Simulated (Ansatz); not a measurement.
How the bulk modulus of SiTe₂ (model structure, started from the rutile type, P4₂/mnm, No. 136, 6 atoms in the cell) moves with the method

No measured value is used here.

```tsv
level (code)	value (GPa)	cell (Å³/atom)
LDA (Ansatz)	57.9	26.70
PBE (Ansatz)	…	28.52
PBEsol (Ansatz)	55.2	27.20
r²SCAN (Ansatz)	50.6	28.18
```

Problem. Some entries are withheld; supply them.

Solution. 
- PBE (Ansatz, a quantum-chemistry and plane-wave program), value (GPa): 47.3

LDA, PBE, PBEsol, r²SCAN: the bulk modulus is −V dP/dV from two relaxed cells at ±2 % in volume. Each level is taken at its own relaxed cell. Cutoffs differ between the levels. Ansatz's density-functional and Hartree–Fock values are scalar-relativistic unless marked +SOC, with PAW data made under PBE.

A model structure was made by putting elements into a prototype or built by hand; it is no filed structure, need not be a known phase, and can be a saddle point held by its symmetry.
